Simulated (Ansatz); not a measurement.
CsCl-type AuZn (cubic form, which distorts at low temperature) was calculated with rVV10 (PAW; Ansatz, a program for electronic structure).

Run with plane-wave cutoff 500 eV, 18×18×18 k mesh, Fermi–Dirac smearing 0.1 eV, scalar-relativistic PAW data made under PBE.

Computed at the level's own relaxed cell.

Task: Predict the equilibrium volume per atom and equilibrium lattice constant a.

Result: 
* **equilibrium volume per atom**: 16.58 Å³/atom
* **equilibrium lattice constant a**: 3.212 Å

Note: symmetry holds this phase in the static calculation, where it need not be a minimum.

Spin–orbit coupling is not included; it can shift volumes and moduli of such heavy elements.

Computed values are for the static lattice.
